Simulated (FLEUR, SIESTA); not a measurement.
A FLEUR input for a self-consistent single point of V6FeNi (Pm-3, 8 atoms in the cell) (DFT, LDA (Perdew-Zunger), all-electron FLAPW (FLEUR), scalar-relativistic valence):

Input of the input generator:

```
V6FeNi FLAPW
&input film=f /
8.7489028337 0.0000000000 0.0000000000
0.0000000000 8.7489028337 0.0000000000
0.0000000000 0.0000000000 8.7489028337
1.0
1.0 1.0 1.0

8
23 0.0000000000 0.5000000000 0.7479100000
23 0.0000000000 0.5000000000 0.2520900000
23 0.7479100000 -0.0000000000 0.5000000000
23 0.2520900000 -0.0000000000 0.5000000000
23 0.5000000000 0.7479100000 0.0000000000
23 0.5000000000 0.2520900000 0.0000000000
26 0.5000000000 0.5000000000 0.5000000000
28 0.0000000000 -0.0000000000 0.0000000000

&comp jspins=1 /
&exco xctyp='pz' /
&kpt div1=5 div2=5 div3=5 /
&end /
```

```xml
<?xml version="1.0" encoding="UTF-8" standalone="no"?>
<fleurInput fleurInputVersion="0.39">
   <comment>
      V6FeNi FLAPW                                                                                        
   </comment>
   <calculationSetup>
      <cutoffs Kmax="4.0" Gmax="16.0" GmaxXC="16.0" numbands="0"/>
      <scfLoop itmax="80" minDistance="0.00001" maxIterBroyd="15" imix="Anderson" alpha="0.05" precondParam="0.0" spinf="2.0"/>
      <coreElectrons ctail="T" frcor="F" kcrel="0" coretail_lmax="0"/>
      <xcFunctional name="pz" relativisticCorrections="F"/>
      <magnetism jspins="1"/>
      <soc l_soc="F" theta="0.0" phi="0.0" spav="F"/>
      <expertModes spex="0" secvar="F"/>
      <geometryOptimization l_f="T" forcealpha="1.0" forcemix="BFGS" epsdisp="0.00001" epsforce="0.00001"/>
      <ldaU l_linMix="F" mixParam="0.05" spinf="1.0"/>
   </calculationSetup>
   <cell>
      <bzIntegration valenceElectrons="110.0" mode="hist" fermiSmearingEnergy="0.00367493">
         <kPointListSelection listName="default-1"/>
         <!-- k-points included here -->
         <xi:include xmlns:xi="http://www.w3.org/2001/XInclude" href="kpts.xml"> </xi:include>
      </bzIntegration>
      <!-- symmetry operations included here -->
      <xi:include xmlns:xi="http://www.w3.org/2001/XInclude" href="sym.xml"> </xi:include>
      <bulkLattice scale="1.0">
         <bravaisMatrix>
            <row-1>    8.7489028337000008     0.0000000000000000     0.0000000000000000</row-1>
            <row-2>    0.0000000000000000     8.7489028337000008     0.0000000000000000</row-2>
            <row-3>    0.0000000000000000     0.0000000000000000     8.7489028337000008</row-3>
         </bravaisMatrix>
      </bulkLattice>
   </cell>
   <atomSpecies>
      <species name="Vanadium (V)" element="V" atomicNumber="23">
         <mtSphere radius="1.98" gridPoints="697" logIncrement="0.017"/>
         <atomicCutoffs lmax="8" lnonsphr="6"/>
         <electronConfig flipSpins="F">
            <coreConfig>(1s1/2) (2s1/2) (2p1/2) (2p3/2)</coreConfig>
            <valenceConfig>(3s1/2) (3p1/2) (3p3/2) (4s1/2) (3d3/2) (3d5/2)</valenceConfig>
            <stateOccupation state="(3d3/2)" spinUp="0.6" spinDown="0.6"/>
            <stateOccupation state="(3d5/2)" spinUp="0.9" spinDown="0.9"/>
         </electronConfig>
         <energyParameters s="4" p="4" d="3" f="4"/>
         <lo type="SCLO" l="0" n="3" eDeriv="0"/>
         <lo type="SCLO" l="1" n="3" eDeriv="0"/>
      </species>
      <species name="Iron (Fe)" element="Fe" atomicNumber="26">
         <mtSphere radius="2.49" gridPoints="877" logIncrement="0.014"/>
         <atomicCutoffs lmax="10" lnonsphr="8"/>
         <electronConfig flipSpins="F">
            <coreConfig>(1s1/2) (2s1/2) (2p1/2) (2p3/2)</coreConfig>
            <valenceConfig>(3s1/2) (3p1/2) (3p3/2) (4s1/2) (3d3/2) (3d5/2)</valenceConfig>
            <stateOccupation state="(3d3/2)" spinUp="1.2" spinDown="1.2"/>
            <stateOccupation state="(3d5/2)" spinUp="1.8" spinDown="1.8"/>
         </electronConfig>
         <energyParameters s="4" p="4" d="3" f="4"/>
         <lo type="SCLO" l="0" n="3" eDeriv="0"/>
         <lo type="SCLO" l="1" n="3" eDeriv="0"/>
      </species>
      <species name="Nickel (Ni)" element="Ni" atomicNumber="28">
         <mtSphere radius="2.50" gridPoints="879" logIncrement="0.014"/>
         <atomicCutoffs lmax="10" lnonsphr="8"/>
         <electronConfig flipSpins="F">
            <coreConfig>(1s1/2) (2s1/2) (2p1/2) (2p3/2) (3s1/2)</coreConfig>
            <valenceConfig>(3p1/2) (3p3/2) (4s1/2) (3d3/2) (3d5/2)</valenceConfig>
            <stateOccupation state="(3d3/2)" spinUp="1.6" spinDown="1.6"/>
            <stateOccupation state="(3d5/2)" spinUp="2.4" spinDown="2.4"/>
         </electronConfig>
         <energyParameters s="4" p="4" d="3" f="4"/>
         <lo type="SCLO" l="1" n="3" eDeriv="0"/>
      </species>
   </atomSpecies>
   <atomGroups>
      <atomGroup species="Vanadium (V)">
         <relPos label="                   1">.0000000000 1.000/2.000 -.2520900000</relPos>
         <relPos label="                   2">.0000000000 1.000/2.000 .2520900000</relPos>
         <relPos label="                   3">-.2520900000 .0000000000 1.000/2.000</relPos>
         <relPos label="                   4">.2520900000 .0000000000 1.000/2.000</relPos>
         <relPos label="                   5">1.000/2.000 -.2520900000 .0000000000</relPos>
         <relPos label="                   6">1.000/2.000 .2520900000 .0000000000</relPos>
         <force calculate="T" relaxXYZ="TTT"/>
      </atomGroup>
      <atomGroup species="Iron (Fe)">
         <relPos label="                   7">1.000/2.000 1.000/2.000 1.000/2.000</relPos>
         <force calculate="T" relaxXYZ="TTT"/>
      </atomGroup>
      <atomGroup species="Nickel (Ni)">
         <relPos label="                   8">.0000000000 .0000000000 .0000000000</relPos>
         <force calculate="T" relaxXYZ="TTT"/>
      </atomGroup>
   </atomGroups>
   <output dos="F" band="F" slice="F">
      <checks vchk="F" cdinf="F"/>
      <bandDOS minEnergy="-.5*Htr" maxEnergy="0.5*Htr" sigma="0.015" storeEVData="T"/>
      <vacuumDOS vacdos="F" integ="F" star="F" nstars="0" locx1="0.0" locy1="0.0" locx2="0.0" locy2="0.0" nstm="0" tworkf="0.0"/>
      <unfoldingBand unfoldBand="F" supercellX="1" supercellY="1" supercellZ="1"/>
      <plotting iplot="0" polar="F">
         <plot TwoD="T" vec1="  1.0  0.0  0.0" vec2="  0.0  1.0  0.0" vec3="  0.0  0.0  1.0" zero="  0.0  0.0  0.0" file="plot"/>
      </plotting>
      <chargeDensitySlicing numkpt="0" minEigenval="0.0" maxEigenval="0.0" nnne="0" pallst="F"/>
      <specialOutput eonly="F"/>
      <magneticCircularDichroism mcd="F" energyLo="-10.0" energyUp="0.0"/>
   </output>
  <!-- We include the file relax.xml here to enable relaxations (see documentation) -->
  <xi:include xmlns:xi="http://www.w3.org/2001/XInclude" href="relax.xml"> <xi:fallback/> </xi:include>
</fleurInput>
```

Translate this input to SIESTA.

This is the input that was run; spellings and numerical settings could be chosen otherwise.

```
# files in the folder: V.psml Fe.psml Ni.psml (PseudoDojo LDA standard)
SystemName  V6FeNi
SystemLabel V6FeNi

NumberOfAtoms                8
NumberOfSpecies              3
%block ChemicalSpeciesLabel
  1 23 V
  2 26 Fe
  3 28 Ni
%endblock ChemicalSpeciesLabel
LatticeConstant              4.629720 Ang
%block LatticeVectors
     1.000000000    0.000000000    0.000000000
     0.000000000    1.000000000    0.000000000
     0.000000000    0.000000000    1.000000000
%endblock LatticeVectors
AtomicCoordinatesFormat      Fractional
%block AtomicCoordinatesAndAtomicSpecies
     0.000000000    0.500000000    0.747910000  1
     0.000000000    0.500000000    0.252090000  1
     0.747910000    0.000000000    0.500000000  1
     0.252090000    0.000000000    0.500000000  1
     0.500000000    0.747910000    0.000000000  1
     0.500000000    0.252090000    0.000000000  1
     0.500000000    0.500000000    0.500000000  2
     0.000000000    0.000000000    0.000000000  3
%endblock AtomicCoordinatesAndAtomicSpecies

XC.functional                LDA
XC.authors                   PW92
PAO.BasisSize                DZP
PAO.EnergyShift              0.01 Ry
MeshCutoff                   300 Ry
%block kgrid.MonkhorstPack
    5   0   0  0.0
    0   5   0  0.0
    0   0   5  0.0
%endblock kgrid.MonkhorstPack
OccupationFunction           FD
ElectronicTemperature        1160.45 K

MaxSCFIterations             150
SCF.Mixer.Method             Broyden
SCF.Mixer.Weight             0.1
SCF.Mixer.History            6
SCF.DM.Tolerance             1.0E-05
Diag.ParallelOverK           true
WriteForces                  true
```

Basis settings and potentials, where a program has them, do not carry over. This input uses DFT, LDA PW92, numerical atomic orbitals DZP, PseudoDojo LDA standard norm-conserving potentials (rewritten from UPF to PSML). LDA parametrisations can differ slightly between programs.

The starting cell comes from a database of computed structures (which also holds hypothetical and non-ambient phases and stackings), without a prior relaxation at this level.
